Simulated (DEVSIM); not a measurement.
Device: isotype n-n heterojunction Al0.25Ga0.75As/GaAs, at 300 K.

```csv
layer (left to right),material,thickness (μm),Nd (cm⁻³),τn (s),τp (s)
1,Al0.25Ga0.75As,0.310,1.2e16,2.7e-9,2.7e-9
2,GaAs,0.120,1.4e15,2.7e-9,2.7e-9
```

Left contact: ohmic. Right contact: ohmic. Voltage is applied to the left contact. Recombination: SRH at mid-gap, radiative. Mobility is μmin + (μ − μmin)/(1 + (N/Nref)^α).

Constants are typed, rounded textbook-type inputs, not results; the design itself was drawn at random and stands for no fabricated device. Values at 300 K.

```tsv
parameter	Al0.25Ga0.75As	GaAs
gap (eV)	1.7357	1.424
affinity (eV)	3.8725	4.07
permittivity	12.19	12.9
Nc (cm⁻³)	6.5e17	4.7e17
Nv (cm⁻³)	9e18	9e18
μn (cm²/Vs)	4375	8500
μp (cm²/Vs)	221	400
μn,min	500	500
μp,min	20	20
Nref,n	6e16	6e16
Nref,p	1.5e17	1.5e17
αn	0.39	0.39
αp	0.38	0.38
B (cm³/s)	2e-10	2e-10
```

Model (solved in DEVSIM): 1D drift-diffusion, Boltzmann statistics, complete ionisation; no tunnelling, impact ionisation, image-force lowering or self-heating. Band offsets follow the typed affinities; no thermionic-emission limit at abrupt steps, no polarisation charge.

### Question
Tabulate band edges, carrier densities and field at 1.15 V on the left contact.

### Answer
Energies count from the Fermi level of the right contact; mesh points crowd at the junctions.

| x (μm) | Ec (eV) | Ev (eV) | n (cm⁻³) | p (cm⁻³) | field (V/cm) |
|---|---|---|---|---|---|
| 0.000 | -1.047 | -2.783 | 1.2e16 | < 1e2 | 16000 |
| 0.003667 | -1.041 | -2.777 | 9.9e15 | < 1e2 | 16000 |
| 0.009462 | -1.032 | -2.767 | 7.3e15 | < 1e2 | 16000 |
| 0.02012 | -1.014 | -2.749 | 4.3e15 | < 1e2 | 17000 |
| 0.04614 | -0.964 | -2.700 | 1.6e15 | < 1e2 | 21000 |
| 0.08046 | -0.883 | -2.619 | 9.5e14 | < 1e2 | 26000 |
| 0.1436 | -0.684 | -2.419 | 6.4e14 | < 1e2 | 37000 |
| 0.2300 | -0.302 | -2.037 | 4.5e14 | < 1e2 | 52000 |
| 0.2661 | -0.104 | -1.840 | 4.0e14 | < 1e2 | 58000 |
| 0.2857 | 0.013 | -1.723 | 3.8e14 | < 1e2 | 61000 |
| 0.2982 | 0.090 | -1.645 | 3.6e14 | < 1e2 | 63000 |
| 0.3067 | 0.145 | -1.591 | 3.5e14 | < 1e2 | 65000 |
| 0.3100 | -0.031 | -1.455 | 5.1e17 | < 1e2 | 62000 |
| 0.3136 | -0.013 | -1.437 | 2.5e17 | < 1e2 | 43000 |
| 0.3221 | 0.016 | -1.409 | 8.4e16 | < 1e2 | 26000 |
| 0.3341 | 0.041 | -1.383 | 3.2e16 | < 1e2 | 17000 |
| 0.3526 | 0.068 | -1.356 | 1.2e16 | < 1e2 | 13000 |
| 0.3811 | 0.101 | -1.323 | 3.9e15 | < 1e2 | 11000 |
| 0.4077 | 0.128 | -1.296 | 2.0e15 | < 1e2 | 10000 |
| 0.4183 | 0.139 | -1.285 | 1.6e15 | < 1e2 | 10000 |
| 0.4252 | 0.146 | -1.278 | 1.5e15 | < 1e2 | 10000 |
| 0.4300 | 0.150 | -1.274 | 1.4e15 | < 1e2 | 10000 |
